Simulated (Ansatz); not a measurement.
Reference: IrRh3 (Pm-3m), PBEsol, DFPT electron-phonon coupling, linearised Boltzmann equation (plane waves, PAW, scalar-relativistic; Ansatz, a quantum-chemistry and plane-wave program); geometry: relaxed with this functional, without spin-orbit coupling.

```cif
data_IrRh3
_chemical_formula_sum 'Ir1 Rh3'
_space_group_name_H-M_alt 'P 1'
_space_group_IT_number 1
_cell_length_a 3.79090
_cell_length_b 3.79090
_cell_length_c 3.79090
_cell_angle_alpha 90.000
_cell_angle_beta 90.000
_cell_angle_gamma 90.000
loop_
_space_group_symop_operation_xyz
  'x, y, z'
loop_
_atom_site_label
_atom_site_type_symbol
_atom_site_fract_x
_atom_site_fract_y
_atom_site_fract_z
_atom_site_occupancy
Ir1 Ir 0.00000 0.00000 0.00000 1
Rh1 Rh 0.00000 0.50000 0.50000 1
Rh2 Rh 0.50000 0.00000 0.50000 1
Rh3 Rh 0.50000 0.50000 0.00000 1
```

The resistivity at 300 K is 5.5 μΩ·cm and the mean free path at 300 K comes out as 7.2 nm. The electron-phonon coupling λ is 0.40 and the logarithmic mean phonon energy comes out as 21 meV.

Replace Ir by Hf on the same sites and relax. What happens?

HfRh$_{3}$ (Pm-3m): volume per atom 13.6 to 14.8 Å³; resistivity at 300 K rises (5.5 μΩ·cm to 11.2 μΩ·cm); mean free path at 300 K stays about the same (7.2 nm to 7.7 nm); electron-phonon coupling λ stays about the same (0.40 to 0.38); logarithmic mean phonon energy stays about the same (21 meV to 18.3 meV).

Replace Ir by Ta on the same sites and relax. What happens?

TaRh$_{3}$ (Pm-3m): volume per atom 13.6 to 14.2 Å³; resistivity at 300 K rises (5.5 μΩ·cm to 8.1 μΩ·cm); mean free path at 300 K rises (7.2 nm to 14.0 nm); electron-phonon coupling λ falls (0.40 to 0.22); logarithmic mean phonon energy stays about the same (21 meV to 21 meV).

Swap Ir for Nb, keeping the structure type. How do these values move?

NbRh₃ (Pm-3m): volume per atom 13.6 to 14.2 Å³; resistivity at 300 K rises (5.5 μΩ·cm to 8.2 μΩ·cm); mean free path at 300 K rises (7.2 nm to 13.3 nm); electron-phonon coupling λ falls (0.40 to 0.24); logarithmic mean phonon energy stays about the same (21 meV to 22 meV).

Moves up to 17 % count as about the same. Metals; harmonic phonons alone scatter; means over directions. The mean free path is weighted by the current that each state carries. Halving the electron mesh moves these values by up to 11 %; q meshes are mostly untested. Some of the runs warned that the eigensolver left states short of its tolerance. Spin-orbit coupling is left out.

Formula and space group known from diffraction (Crystallography Open Database), not checked to be the room-temperature form: HfRh3 (Pm-3m), NbRh3 (Pm-3m), TaRh3 (Pm-3m). Computed structure with no diffraction record at hand here (it may be known, metastable or hypothetical): IrRh3 (Pm-3m). The missing spin-orbit coupling matters most for HfRh3 (Pm-3m), IrRh3 (Pm-3m), TaRh3 (Pm-3m).
